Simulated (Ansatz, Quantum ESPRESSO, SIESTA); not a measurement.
## One structure in several programs: La3SnC (P1, 5 atoms in the cell)

Self-consistent single point, at a second geometry (atoms moved at random). First geometry:

```
La3SnC
1.0
    5.10806     0.00000     0.00000
    0.00000     5.10806     0.00000
    0.00000     0.00000     5.10806
La Sn C
3 1 1
Cartesian
  2.55403   0.00000   0.00000
  0.00000   2.55403   0.00000
  0.00000   0.00000   2.55403
  2.55403   2.55403   2.55403
  0.00000   0.00000   0.00000
```

Second geometry:
```
La3SnC
1.0
    5.10806     0.00000     0.00000
    0.00000     5.10806     0.00000
    0.00000     0.00000     5.10806
La Sn C
3 1 1
Direct
  0.49962   0.00069   0.00323
  0.00239   0.50193   0.99610
  0.00558   0.00212   0.50241
  0.50340   0.49964   0.50262
  0.98901   0.99563   0.99564
```

Shared settings, as Ansatz (an electronic-structure program) writes them: kpoints.mp_grid.grid = 7 7 7; scf.occupations.method = gaussian; scf.occupations.width = 0.02 Ry. Potentials and cutoffs stand in the table.

```json
[
 {"code": "Quantum ESPRESSO", "model": "PBEsol, GBRV 1.5 ultrasoft (PBESOL) pseudopotentials", "ΔF from the first geometry (meV/atom)": "1.7", "pressure (GPa)": "1.61", "largest force (eV/Å)": "0.164", "cutoff": "40 Ry"},
 {"code": "SIESTA", "model": "GGA PBEsol, numerical atomic orbitals DZP, PseudoDojo PBEsol standard norm-conserving potentials (rewritten from UPF to PSML)", "ΔF from the first geometry (meV/atom)": "3.1", "pressure (GPa)": "4.16", "largest force (eV/Å)": "0.323", "cutoff": "grid 350 Ry"},
 {"code": "Ansatz", "model": "PBEsol, PAW files made with PBE", "ΔF from the first geometry (meV/atom)": "1.6", "pressure (GPa)": "1.46", "largest force (eV/Å)": "0.158", "cutoff": "30.9 Ry"}
]
```

Size of the force on each atom (eV/Å): Sizes of forces hide their directions.

```tsv
code	La1	La2	La3	Sn4	C5
Quantum ESPRESSO	0.051	0.135	0.164	0.046	0.140
SIESTA	0.099	0.233	0.289	0.048	0.323
Ansatz	0.054	0.130	0.158	0.044	0.130
```

The spread over the programs that give each value: ΔF from the first geometry within 1.5 meV/atom; pressure within 2.70 GPa; largest force within 0.165 eV/Å.

SIESTA uses small atom-centred bases, whose incompleteness enters pressures, forces and empty levels differently from a plane-wave cutoff. Ansatz's pressure is given at a fixed set of plane waves, as the other plane-wave codes print theirs. In the pressure, SIESTA (by 2.63) lies more than 1 GPa from the median of the plane-wave programs. In the force vectors, SIESTA (by 0.188) lies more than 0.08 eV/Å from the median of the plane-wave programs.

The starting cell comes from a database of computed structures (which also holds hypothetical and non-ambient phases and stackings), without a prior relaxation at this level. Its lattice was rescaled by a random factor within 2.5 % of one. For this run, on top of that: atoms moved at random.

Keys are those of Ansatz 0.2.
